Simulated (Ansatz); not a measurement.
Step by step: reaction energy

We look at the reaction energy. Reaction: Tl (hcp) + 8 InSb (zinc blende) → In (I4/mmm) + TlIn7Sb8 (Cm). The sign is products less reactants.

TlIn7Sb8 (Cm), 64 atoms in the cell; this is a cell whose start was taken from, or built on, an entry of a structure database, and that this text hasn't matched to a measured one. Conventional cell: a = 18.826 Å, b = 18.825 Å, c = 13.314 Å, α = β = γ = 90.00°.

InSb (zinc blende, F-43m), 2 atoms in the cell. Conventional cell: a = 6.633 Å, b = 6.633 Å, c = 6.633 Å, α = 90.00°, β = 90.00°, γ = 90.00°.

Ansatz (a first-principles code) with PAW potentials; structures come from PBE relaxations, nuclei static, no net charge. Ansatz runs with its default PAW set. Larger cells are relaxed from a start prepared with the learned potential CHGNet, on a coarser mesh till forces fall under 0.03 eV/Å, which some starts already meet. A dispersion term (D3(BJ), or D4 for r2SCAN) was computed beside these levels and is taken off wherever the name lacks it. Space groups of crystals are read within 0.01 Å. The runs are scalar-relativistic, without spin-orbit coupling.

Total energies of the cells in eV, at zero smearing width. They compare only within one column; the weights balance every element.

```csv
cell,atoms,weight,PBE
In (I4/mmm),1,+4,-5597.84540
TlIn7Sb8 (Cm),64,+1,-410025.86474
Tl (hcp),2,−2,-22888.30330
InSb (zinc blende),2,−32,-12082.58703
```

PBE: 4 × (-5597.84540) + (-410025.86474) − 2 × (-22888.30330) − 32 × (-12082.58703) = 2.145 eV; dividing by 4 gives 0.54 eV.

What follows from the PBE value: Per mole of the reaction as written, 0.536 eV × 96.485 = 51.7 kJ.
